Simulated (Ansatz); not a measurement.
Start from GeS in the GeS type structure (space group Pnma, No. 62; a = 10.098 Å, b = 3.644 Å, c = 4.020 Å; layered, stacked along the Cartesian x axis).

It is then changed as follows: full substitution S → Se; the structure is relaxed again.

Levels (all Ansatz, a program for electronic structure, PAW, earlier PAW set): PBEsol-D3(BJ) (420 eV, no spin-orbit coupling); HSE06 (420 eV, no spin-orbit coupling); PBEsol+SOC (420 eV, spin-orbit coupling included).

One geometry, relaxed with PBEsol-D3(BJ), under each level:

| level | band gap | lowest conduction level above the VBM at special points | electron mass |
|---|---|---|---|
| PBEsol-D3(BJ) | 0.50 eV | Γ 0.51 eV; Y 0.97 eV; Z 1.10 eV | 0.069 mₑ along a, 1.1 mₑ along b, 1.7 mₑ along c (off the special points) |
| HSE06 | 1.03 eV | Γ 1.03 eV; Y 1.54 eV; Z 1.63 eV | – |
| PBEsol+SOC | 0.48 eV | Γ 0.49 eV; Y 0.95 eV; Z 1.08 eV; U 1.11 eV | 0.069 mₑ along a, 1.1 mₑ along b, 1.7 mₑ along c (off the special points) |

Single points use the geometry relaxed with PBEsol-D3(BJ). The hybrid gap comes from the SCF mesh plus the semilocal run's edge points and a few special points and is an upper bound. Differences between runs with and without spin-orbit coupling are approximate. Masses are band curvatures over ±0.01 Å⁻¹ around the edge. No phonon test of stability was made. The program warned that a D3 coordination switch lies within reach, so dispersion energies are less smooth here.
